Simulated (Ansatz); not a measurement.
Base system: ZnGeP$_{2}$ in the chalcopyrite structure (space group I-42d, No. 122; a = 5.4242 Å, c = 10.7095 Å). Axes: x, y, z lie along a, b, c of the conventional cell.

Method: PBEsol (Ansatz, an electronic-structure program; PAW; 420 eV plane waves; no SOC).

For the base:

- Shortest interatomic distance: 2.334 Å

Perturbation: the cell is stretched by 4.22 % along z with no lateral relaxation; the atoms relax in the strained cell.

**Question.** How does this affect the shortest interatomic distance?

**Answer.** The shortest interatomic distance goes up by 0.033 Å to 2.367 Å.

**Question.** What does the calculation give for the stress after the change?

**Answer.** The stress (xx, yy, zz, yz, xz, xy; compression positive) is (-2.14, -2.14, -5.20, 0.00, 0.00, 0.00) GPa.

**Question.** Estimate the effect on the energy relative to the base.

**Answer.** The energy increases by 14 meV/atom.

Whether these cells are dynamically stable was not tested.
